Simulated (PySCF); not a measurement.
PySCF 2.14.0, WB97X/def2-svp, df: W(S)2(Br)(NH2) ([NH2][W](=[S])(=[S])[Br]), 7 atoms. The geometry is a generated start, not checked to be a minimum at this level.

* **task**: energy
* **method**: wb97x
* **basis**: def2-svp
* **two-electron scheme**: density fitting
* **mol.max_memory**: 3000 MB
* **mf.max_cycle**: 100
* **mf.init_guess**: minao (default)
* **mf.conv_tol**: 1e-09 (default)
* **mf.grids.level**: 3 (default)
* **effective core potentials**: those of the basis set, past Kr
* **basis functions**: 124
* **grid points**: 116016

```xyz
7

W      0.3383    -0.5457     0.1384
S      2.1102    -0.5785    -1.1371
S      1.1146    -0.3130     2.1686
Br    -0.7484    -2.6587     0.0117
N     -0.7092     1.0425    -0.3072
H     -0.3932     2.0189    -0.3369
H     -1.7122     1.0344    -0.5376
```

Charge 0 and multiplicity 1 are set for this test and not shown to be the ground state.

With the defaults (mf.DIIS = CDIIS, mf.diis = true, mf.damp = 0, mf.diis_start_cycle = 1, mf.diis_space = 8, mf.diis_damp = 0, mf.level_shift = 0, newton = off) it converges in 16 Fock builds. One run each on 2 threads, 1 BLAS thread, with these changes:
- mf.DIIS = ADIIS
- mf.damp = 0.3, mf.diis_start_cycle = 4
- mf.diis_damp = 0.3
- mf.diis = false
- mf.diis_space = 5
- mf.damp = 0.7, mf.diis_start_cycle = 8
- mf.DIIS = EDIIS
- newton = Hessian by the SCF's own integrals
- mf.level_shift = 1 Hartree

Name the settings that don't reach the solution of the defaults.

No convergence: mf.DIIS = EDIIS; mf.diis = false (the run ends without SCF convergence in 100 cycles). The rest reach the solution of the defaults.

| setting | Fock builds | end |
|---|---|---|
| the defaults | 16 | same solution |
| mf.diis_damp = 0.3 | 16 | same solution |
| mf.diis_space = 5 | 18 | same solution |
| mf.damp = 0.3, mf.diis_start_cycle = 4 | 20 | same solution |
| mf.damp = 0.7, mf.diis_start_cycle = 8 | 20 | same solution |
| mf.DIIS = ADIIS | 25 | same solution |
| mf.level_shift = 1 Hartree | 34 | same solution |
| newton = Hessian by the SCF's own integrals | 55 | same solution |
| mf.DIIS = EDIIS | 101 | no convergence |
| mf.diis = false | 101 | no convergence |

Under newton the count holds the products with the orbital Hessian.
